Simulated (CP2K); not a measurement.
CP2K run on Ba3ZnN2O (P4/mmm, 7 atoms in the cell): self-consistent single point.

Level of theory: CP2K 2026.2 with PBEsol, GPW, DZVP-MOLOPT-SR-GTH basis, GTH-PBE potentials (GTH_POTENTIALS).

The change in words: lattice scaled by 0.98. Reference geometry:
```
Ba3ZnN2O
1.0
    4.09084     0.00000     0.00000
    0.00000     4.09084     0.00000
    0.00000     0.00000     9.16087
Ba Zn N O
3 1 2 1
Direct
  0.00000   0.00000   0.21788
  0.00000   0.00000   0.78212
  0.50000   0.50000   0.50000
  0.50000   0.50000   0.00000
  0.50000   0.50000   0.80054
  0.50000   0.50000   0.19946
  0.00000   0.00000   0.50000
```

Reference input (self-consistent single point, DFT PBEsol, GPW, DZVP-MOLOPT-SR-GTH basis, GTH-PBE potentials (GTH_POTENTIALS)): CUTOFF = 600 Ry; REL_CUTOFF = 50 Ry; SMEAR/METHOD = FERMI_DIRAC; ELECTRONIC_TEMPERATURE = 232.09 K; KPOINTS/SCHEME = MONKHORST-PACK 6 6 3; GAMMA_CENTERED = T; XC_FUNCTIONAL = PBE:PBESOL; Ba/BASIS_SET = DZVP-MOLOPT-SR-GTH-q10; Ba/POTENTIAL = GTH-PBE-q10; Zn/BASIS_SET = DZVP-MOLOPT-SR-GTH-q12; Zn/POTENTIAL = GTH-PBE-q12; N/BASIS_SET = DZVP-MOLOPT-SR-GTH-q5. This run's input differs from it in these lines:

```diff
@@ -67,5 +67,5 @@
     &CELL
-      A 4.09084300 0.00000000 0.00000000
-      B 0.00000000 4.09084300 0.00000000
-      C 0.00000000 0.00000000 9.16087200
+      A 4.00902600 0.00000000 0.00000000
+      B 0.00000000 4.00902600 0.00000000
+      C 0.00000000 0.00000000 8.97765500
       PERIODIC XYZ
```

Output, abridged:

```
 SCF WAVEFUNCTION OPTIMIZATION

  Step     Update method      Time    Convergence         Total energy    Change
     1 NoMix/Diag. 0.40E+00      -     1.51590942      -173.7583917673 -1.74E+02
     2 Broy./Diag. 0.40E+00      -     0.44013591      -169.2970523547  4.46E+00
     3 Broy./Diag. 0.40E+00      -     0.05612312      -173.0795323651 -3.78E+00
     4 Broy./Diag. 0.40E+00      -     0.07650862      -172.5878143996  4.92E-01
     5 Broy./Diag. 0.40E+00      -     0.01551353      -172.5008119333  8.70E-02
     6 Broy./Diag. 0.40E+00      -     0.01071676      -172.6319063094 -1.31E-01
   [... 7 lines left out ...]
    14 Broy./Diag. 0.40E+00      -     0.00002061      -172.6567426899 -1.10E-04
    15 Broy./Diag. 0.40E+00      -     0.00000327      -172.6567766330 -3.39E-05
    16 Broy./Diag. 0.40E+00      -     0.00000169      -172.6567887508 -1.21E-05
    17 Broy./Diag. 0.40E+00      -     0.00000056      -172.6567950658 -6.32E-06
  *** SCF run converged in    17 steps ***

  Overlap energy of the core charge distribution:               0.00000023811160
  Self energy of the core charge distribution:               -327.59706766967389
  Core Hamiltonian energy:                                     82.24833544788322
  Hartree energy:                                             101.23040062588436
  Exchange-correlation energy:                                -28.53846346513577
  Electronic entropic energy:                                  -0.00000024288184
  Fermi energy:                                                 0.29720966468419

  Total energy:                                              -172.65679506581500
  Total energy (extrapolated to T->0):                       -172.65679494437407

                     Mulliken Population Analysis

   [... lines left out ...]

 STRESS| Analytical stress tensor [bar]
 STRESS|                        x                   y                   z
 STRESS|      x        4.60702584575E+04   1.48430905056E-04   9.37295373736E-05
 STRESS|      y        1.48430905056E-04   4.60702518676E+04   9.37271182974E-05
 STRESS|      z        9.37295373736E-05   9.37271182974E-05   7.99768672350E+04
 STRESS| 1/3 Trace                                             5.73724591867E+04
```

The run converged in 17 iterations. Against the reference run the free energy goes up by 24.9 meV/atom, the pressure goes from 0.71 to 5.74 GPa, the largest force goes from 0.187 to 0.643 eV/Å and the gap on the mesh goes from 0.393 to 0.334 eV.

The starting cell comes from a database of computed structures (which also holds hypothetical and non-ambient phases and stackings), without a prior relaxation at this level. Its lattice was rescaled by a random factor within 2.5 % of one. For this run, on top of that: lattice scaled by 0.98. Values carry the incompleteness of an atom-centred basis. The potentials were made for another functional than the one used. With a pressure of about 6 GPa the cell is away from its equilibrium volume at this level.

Cost on one core of a shared machine: roughly 40 s.
